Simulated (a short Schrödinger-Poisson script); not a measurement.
# Gated Al0.3Ga0.7N/GaN polarisation-induced gas

Stack: gated Al0.3Ga0.7N/GaN polarisation-induced gas, at 300 K.

```tsv
layer	material	thickness (nm)	Na (cm⁻³)
1	Al0.3Ga0.7N	20	-
2	GaN	6000	5e15
```

Constants are typed, rounded textbook-type inputs, not results; the design itself was drawn at random and stands for no fabricated device. Al0.3Ga0.7N: permittivity 9.32, conduction-band edge (eV) 0.414, gap (eV) 4.021, electron mass (mₑ) 0.236, Nv at 300 K (cm⁻³) 4.6e19. GaN: permittivity 9.5, conduction-band edge (eV) 0, gap (eV) 3.43, Nv at 300 K (cm⁻³) 4.6e19.

Channel valleys (confinement mass, in-plane density-of-states mass, number): Γ 0.2, 0.2, 1. At the gate the conduction-band edge of layer 1 lies 1.43 eV − eVg above the Fermi level of the channel; the field vanishes at the back. Sheet of polarisation charge: +1.5e13 e/cm² at 20 nm from the gate. The barrier under the gate holds no holes. Gaps are held at their typed values at every temperature. Mesh 0.08 nm at interfaces.

From a short Schrödinger-Poisson script (our own, NumPy): 1D Poisson equation in equilibrium, electrons quantum, Hartree plus LDA exchange-correlation (BenDaniel-Duke, 40 states a valley, the channel's in-plane mass for all, wave functions free to enter the barrier), parabolic valleys, classical holes, full ionisation, no traps, pinning or gate leakage.

```tsv
Vg (V)	electrons (cm⁻²)	in the channel layer	C (μF/cm²)	Γ E0 (meV)	Γ E1 (meV)
0.5	1.24e13	1.12e13	0.399	-133.6	12.8
-0.2	1.07e13	9.79e12	0.396	-115.6	20.0
-0.9	8.93e12	8.35e12	0.394	-97.0	27.2
-1.6	7.22e12	6.85e12	0.391	-77.8	34.5
-2.3	5.52e12	5.30e12	0.388	-57.7	42.2
-3	3.83e12	3.73e12	0.383	-35.8	50.8
-3.7	2.18e12	2.14e12	0.374	-9.5	62.0
-4.4	5.89e11	5.85e11	0.342	35.3	87.4
```

Gate voltages with under 1e6 electrons/cm² are left out.

Subbands count from the Fermi level.
